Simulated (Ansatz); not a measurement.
Take HgS in the zinc blende structure (space group F-43m, No. 216) as the base.

```xyz
2
Lattice="0.0000 2.9060 2.9060 2.9060 0.0000 2.9060 2.9060 2.9060 0.0000" Properties=species:S:1:pos:R:3 pbc="T T T"
Hg     0.0000     0.0000     0.0000
S      1.4530     1.4530     1.4530
```

Cartesian axes are those of the cell as printed.

Level of theory: DFT with LDA, PAW potentials and a 420 eV plane-wave cutoff in Ansatz (a quantum-chemistry and plane-wave program), no spin-orbit coupling.

Before the change:

```
Item                              Value
-----------------------------  --------
Shortest interatomic distance  251.7 pm
Pressure                        0.0 GPa
```

Perturbation: compressive biaxial strain of 2.50 % in the plane normal to [111], as in epitaxy on a mismatched substrate; the out-of-plane cell vector and the atoms relax.

### Question
What happens to the energy relative to the base?

### Answer
The energy goes up by 9.2 meV/atom.

### Question
Estimate the effect on the shortest interatomic distance.

### Answer
The shortest interatomic distance shrinks by 3.7 pm, from 251.7 pm to 248.0 pm.

### Question
What does the calculation give for the pressure after the change?

### Answer
The pressure (mean of the normal stresses, compression positive) goes from zero to 1.6 GPa.

The mesh was chosen for an insulator and is coarse for the gapless case. Stability against distortions was not tested. The final runs are not spin-polarised.
